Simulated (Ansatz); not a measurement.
# GaN under a change: isotropic strain −0.69 %

The reference is GaN in the wurtzite structure (space group P6_3mc, No. 186; a = 3.219 Å, c = 5.244 Å).

It is then changed as follows: every lattice vector is shortened by 0.69 %; the atoms relax in the strained cell.

Calculations: Ansatz (a first-principles code) PBE, no spin-orbit coupling, earlier PAW set. Settings: 12×12×6 k-points, 0.05 eV Fermi–Dirac smearing.

| quantity | base | changed | shift |
|---|---|---|---|
| volume per atom | 11.76 Å³ | 11.52 Å³ | -0.24 Å³ |
| shortest interatomic distance | 1.967 Å | 1.954 Å | -0.0136 Å |
| energy relative to the base (free energy F) | 0 meV/atom | +2.8 meV/atom | +2.8 meV/atom |
| pressure (mean of the normal stresses, compression positive) | 0.00 GPa | 3.74 GPa | +3.74 GPa |
| band gap | 1.71 eV | 1.85 eV | +0.14 eV |
| gap character | direct at Γ | direct at Γ | – |
| mean gap deformation potential ΔEg/Δln V | – | -6.6 eV | – |
| electron mass | 0.14 mₑ along c, 0.16 mₑ across (at Γ) | 0.15 mₑ along c, 0.17 mₑ across (at Γ) | – |
| valence-band top at Γ (three highest levels, from the VBM) | 0.00, 0.00, -0.04 eV | 0.00, 0.00, -0.04 eV | – |

Masses are band curvatures over ±0.01 Å⁻¹ around the edge. Whether these cells are dynamically stable was not tested.
